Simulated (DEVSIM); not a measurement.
Device: abrupt Si p-n junction, at 300 K.

Layer 1 from the left is Si, thickness (μm) 0.190, Na (cm⁻³) 8.1e15, τn (s) 1.1e-6, τp (s) 1.1e-6. Layer 2 from the left is Si, thickness (μm) 140, Nd (cm⁻³) 7.3e14, τn (s) 1.1e-6, τp (s) 1.1e-6.

Left contact: ohmic. Right contact: ohmic. Voltage is applied to the left contact. Recombination: SRH at mid-gap, radiative. Mobility is μmin + (μ − μmin)/(1 + (N/Nref)^α).

The device is made up for the run: typed textbook-type constants, with dimensions and the other settings drawn at random. Values at 300 K.

Si: gap (eV) 1.124, affinity (eV) 4.05, permittivity 11.7, Nc (cm⁻³) 2.86e19, Nv (cm⁻³) 3.1e19, μn (cm²/Vs) 1417, μp (cm²/Vs) 470, μn,min 52, μp,min 45, Nref,n 9.7e16, Nref,p 2.2e17, αn 0.68, αp 0.72, B (cm³/s) 4.7e-15.

Q: Estimate by hand the built-in potential, the peak field at zero bias, the capacitance at -0.6 V, and compare with a numerical solution.

A: 
- Built-in potential: ni = √(Nc Nv) exp(−Eg/2kT) = 1.08e10 cm⁻³ with Eg = 1.124 eV; Vbi = kT/q ln(Na Nd/ni²) = 0.637 V; numerical 0.637 V.
- Peak field at zero bias: depletion approximation: W = √(2εVbi/(qN)) = 1.11 μm with N = 6.70e14 cm⁻³; field = 2Vbi/W = 11500 V/cm; numerical 11200 V/cm (estimate above by 2.7 %).
- Capacitance at -0.6 V: C = √(qεN / 2(Vbi + |V|)) = 6.70 nF/cm²; numerical 6.86 nF/cm² (estimate below by 2.3 %).

DEVSIM, 1D drift-diffusion, Boltzmann statistics, complete ionisation; no tunnelling, impact ionisation, image-force lowering or self-heating.
